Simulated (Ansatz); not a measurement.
# How far to go with the plane-wave cutoff: MoS₂ (R3m, 3 atoms in the cell)

```
MoS2
1.0
    1.60011     0.92382     6.51451
   -1.60011     0.92382     6.51451
    0.00000    -1.84765     6.51451
Mo S
1 2
Direct
  0.00234   0.00234   0.00234
  0.41294   0.41294   0.41294
  0.25330   0.25330   0.25330
```

Computed with PBE, PAW files (plane waves; Ansatz, a first-principles code).

Base settings: basis.ecutwfc = 420 eV; kpoints.mp_grid.grid = 9 9 9; hamiltonian.xc = pbe; hamiltonian.pseudopotentials = {kind: paw} (the program's default PAW files); scf.occupations.method = fermi_dirac; scf.occupations.width = 0.01 eV.

The second cell is the first with its lattice scaled by 0.98.

The mesh stays at the base's, so the ladder's end is converged at best in this setting alone.

The first pressure column holds Ansatz's estimate of the finite-basis (Pulay) stress, which hides part of the cutoff error; the other is without it.

Only quantities that move along the ladder and can be compared are tabulated.

The count of work is k-points × plane waves × bands × iterations; it is no time. 

The starting cell comes from a database of computed structures (which also holds hypothetical and non-ambient phases and stackings), without a prior relaxation at this level. Its lattice was rescaled by up to half a per cent. One atom was moved a little off its site on purpose. In the base run, forces exceed 1 eV/Å.

```tsv
basis.ecutwfc	free energy less the last step's (meV/atom)	energy of the compressed cell less the first (meV/atom)	pressure (GPa)	pressure without the Pulay estimate (GPa)	largest difference of a force vector from the last step's (eV/Å)	count of work / last
145 eV	7600.08	21.33	2.26	-188.74	0.648	0.060
170 eV	3420.22	43.29	0.24	-105.55	0.536	0.084
190 eV	1758.22	22.48	-2.35	-63.77	0.343	0.10
210 eV	904.14	11.68	-2.15	-37.90	0.160	0.11
230 eV	446.68	24.20	-1.01	-21.47	0.056	0.10
250 eV	213.22	26.93	-0.34	-11.76	0.053	0.12
295 eV	31.77	28.69	-0.29	-2.63	0.023	0.18
335 eV	5.46	27.58	-0.44	-0.85	0.007	0.21
380 eV	1.43	27.40	-0.47	-0.53	0.003	0.25
420 eV	0.75	27.35	-0.48	-0.50	0.001	0.31
460 eV	0.40	27.31	-0.48	-0.50	0.001	0.34
505 eV	0.20	27.29	-0.48	-0.49	0.000	0.35
565 eV	0.10	27.27	-0.48	-0.49	0.000	0.42
630 eV	0.06	27.27	-0.49	-0.49	0.000	0.55
735 eV	0.03	27.26	-0.49	-0.49	0.000	0.61
840 eV	0.01	27.26	-0.49	-0.49	0.000	0.84
1010 eV	0.00	27.26	-0.49	-0.49	0.000	1.0
```

Coarsest basis.ecutwfc that holds the forces within 0.005 eV/Å of the last step, with all finer ones: 380 eV, at 0.25 of the last step's count of work; the step before is off by 0.007 eV/Å.

Coarsest basis.ecutwfc that holds the free energy within 5 meV/atom of the last step, with all finer ones: 380 eV, at 0.25 of the last step's count of work; the step before is off by 5.5 meV/atom.

Coarsest basis.ecutwfc that holds the pressure within 0.05 GPa of the last step, with all finer ones: 335 eV, at 0.21 of the last step's count of work; the step before is off by 0.20 GPa.

The energy difference between the two cells stays within 1 meV/atom of the last step's from 335 eV on, the total only from 420 eV on: much of the error is common to both cells and cancels.

At the lowest cutoff the pressure without the Pulay estimate lies 188 GPa under the last step's, the usual sign of Pulay stress in an incomplete plane-wave basis.

Keys are those of Ansatz 0.2.
